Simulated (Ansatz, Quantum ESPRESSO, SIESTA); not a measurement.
## YPt2 (P1, 6 atoms in the cell) computed with different codes at matched settings

Self-consistent single point, at a second geometry (atoms moved at random). First geometry:

```
YPt2
1.0
    0.00000     3.82539     3.82539
    3.82539     0.00000     3.82539
    3.82539     3.82539     0.00000
Y Pt
2 4
Cartesian
  3.82539   3.82539   3.82539
  5.73809   5.73809   5.73809
  0.95635   2.86905   2.86905
  2.86905   2.86905   0.95635
  2.86905   0.95635   2.86905
  0.95635   0.95635   0.95635
```

Second geometry:
```yaml
crystal:
  lattice:
    - [0.00000, 3.82539, 3.82539]
    - [3.82539, 0.00000, 3.82539]
    - [3.82539, 3.82539, 0.00000]
  atoms:
    - { symbol: Y, position: [0.48377, 0.49630, 0.49761] }
    - { symbol: Y, position: [0.74245, 0.75644, 0.74967] }
    - { symbol: Pt, position: [0.63439, 0.13228, 0.11486] }
    - { symbol: Pt, position: [0.12451, 0.12086, 0.63294] }
    - { symbol: Pt, position: [0.12070, 0.62383, 0.13843] }
    - { symbol: Pt, position: [0.14418, 0.12030, 0.11650] }
```

Shared settings, as Ansatz (a quantum-chemistry and plane-wave program) writes them: kpoints.mp_grid.grid = 6 6 6; scf.occupations.method = gaussian; scf.occupations.width = 0.0073 Ry. Potentials and cutoffs stand in the table.

```tsv
code	model	ΔF from the first geometry (meV/atom)	pressure (GPa)	largest force (eV/Å)	cutoff
Quantum ESPRESSO	PBEsol, GBRV 1.5 ultrasoft (PBESOL) pseudopotentials	14.2	-4.14	0.938	40 Ry
SIESTA	GGA PBEsol, numerical atomic orbitals TZP, PseudoDojo PBEsol standard norm-conserving potentials (rewritten from UPF to PSML)	15.2	-5.36	1.096	grid 300 Ry
Ansatz	PBEsol, PAW files made with PBE	14.2	-3.34	0.942	30.9 Ry
```

Size of the force on each atom (eV/Å): Sizes of forces hide their directions.

```
code                 Y1     Y2    Pt3    Pt4    Pt5    Pt6
----------------  -----  -----  -----  -----  -----  -----
Quantum ESPRESSO  0.556  0.230  0.730  0.938  0.286  0.513
SIESTA            0.562  0.237  0.841  1.096  0.319  0.581
Ansatz            0.553  0.230  0.733  0.942  0.285  0.512
```

On Ansatz's run: spin-orbit coupling is off. Spin polarisation is off.

The spread over the programs that give each value: ΔF from the first geometry within 1.0 meV/atom; pressure within 2.02 GPa; largest force within 0.158 eV/Å.

SIESTA uses small atom-centred bases, whose incompleteness enters pressures, forces and empty levels differently from a plane-wave cutoff. Ansatz's pressure is given at a fixed set of plane waves, as the other plane-wave codes print theirs; with its correction for the finite basis it is -3.29 GPa. In the pressure, SIESTA (by 1.62) lies more than 1 GPa from the median of the plane-wave programs. In the force vectors, SIESTA (by 0.157) lies more than 0.08 eV/Å from the median of the plane-wave programs.

The starting cell comes from a database of computed structures (which also holds hypothetical and non-ambient phases and stackings), without a prior relaxation at this level. For this run, on top of that: atoms moved at random.

Keys are those of Ansatz 0.2.
